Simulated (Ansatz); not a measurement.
Consider the following.

```
CdS
1.0
    4.09380     0.00000     0.00000
    0.00000     4.09380     0.00000
    2.04690    -2.04690     3.00358
Cd S
1 1
Direct
  0.00000   0.00000   0.00000
  0.75000   0.75000   0.50000
```

No spin polarisation.

Computed with plane-wave PAW DFT at the r2SCAN level (Ansatz, an electronic-structure program, 500 eV), no SOC. Settings: 10×10×10 k-points, 0.05 eV Fermi–Dirac smearing.

Predict the space group and band gap.

Space group: I-4m2 (No. 119)
Band gap: 1.52 eV

The cells carry an imposed strain or load. Whether these cells are dynamically stable was not tested. The cell was made from CdS in the zinc blende structure (space group F-43m, No. 216) by this change: biaxial strain −1.50 %, plane normal [001], relaxed out of plane.
